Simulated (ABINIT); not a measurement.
Worked example: self-consistent single point of Mg (P-3m1, 2 atoms in the cell) in ABINIT.

Computed with LDA (PW92), PAW (JTH v2.0 LDA PAW) (plane waves; ABINIT).

```xyz
2
Lattice="1.6002 -2.7716 0.0000 1.6002 2.7716 0.0000 0.0000 0.0000 5.1944" Properties=species:S:1:pos:R:3 pbc="T T T"
Mg     1.6002     0.9239     1.3486
Mg     1.6002    -0.9239     3.8958
```

Reference input (self-consistent single point, DFT, LDA (PW92), plane waves, PAW (JTH v2.0 LDA PAW)): pseudos = [Mg.LDA_PW-JTH.xml]; ecut = 20 Ha; pawecutdg = 40 Ha; pawxcdev = 0; occopt = 3; tsmear = 0.1 eV; ngkpt = 6 6 3; nshiftk = 1; shiftk = 0 0 0; potentials = JTH v2.0 LDA PAW; nband = 15; kptopt = 2. This run's input differs from it in these lines:

```diff
@@ -21,3 +21,3 @@
 tsmear 0.1 eV
-nband 15
+nband 10
 kptopt 2
```

Output, abridged:

```
  -2.14419   0.23671   0.00000  -0.00025   0.00000  -0.00000   0.00003  -0.00000
   0.23671   0.06594  -0.00000   0.00004  -0.00000   0.00000  -0.00000   0.00000
   0.00000  -0.00000  -1.43864   0.00000   0.00000   0.06033  -0.00000  -0.00000
   [... 5 lines left out ...]

 ****** Psp strength Dij in Ha (atom      2) *****
  -2.14419   0.23671  -0.00000   0.00025   0.00000   0.00000  -0.00003  -0.00000
   0.23671   0.06594   0.00000  -0.00004  -0.00000  -0.00000   0.00000   0.00000
  -0.00000   0.00000  -1.43864  -0.00000  -0.00000   0.06033   0.00000   0.00000
   [... 5 lines left out ...]

 ITER STEP NUMBER     1
 Max number of non-self-consistent loops: 2

 newocc:
  The calling routine gives nelect=   0.20000000D+02
  The lowest bound is  -0.26950680D+01, with nelect=  0.00000000D+00
  The highest bound is   0.47523714D+00, with nelect=  0.20000000D+02

--- !BUG
src_file: m_occ.F90
src_line: 643
mpi_rank: 0
message: |

     newocc:
      The calling routine gives nelect=   0.20000000D+02
      The lowest bound is  -0.26950680D+01, with nelect=  0.00000000D+00
      The highest bound is   0.47523714D+00, with nelect=  0.20000000D+02
...

  Action: contact ABINIT group (please attach the output of `abinit -b`)

 abinit_abort: decision taken to exit. Check above messages for more info
Abort(13) on node 0 (rank 0 in comm 0): application called MPI_Abort(MPI_COMM_WORLD, 13) - process 0

--- !BUG
src_file: m_occ.F90
src_line: 643
mpi_rank: 0
message: |

     newocc:
      The calling routine gives nelect=   0.20000000D+02
      The lowest bound is  -0.26950680D+01, with nelect=  0.00000000D+00
      The highest bound is   0.47523714D+00, with nelect=  0.20000000D+02
...

  Action: contact ABINIT group (please attach the output of `abinit -b`)
```

The program stopped before any SCF iteration. 

The starting cell has typed, rounded lattice constants, without a prior relaxation at this level. Its lattice was rescaled by up to half a per cent. One atom was moved a little off its site on purpose.
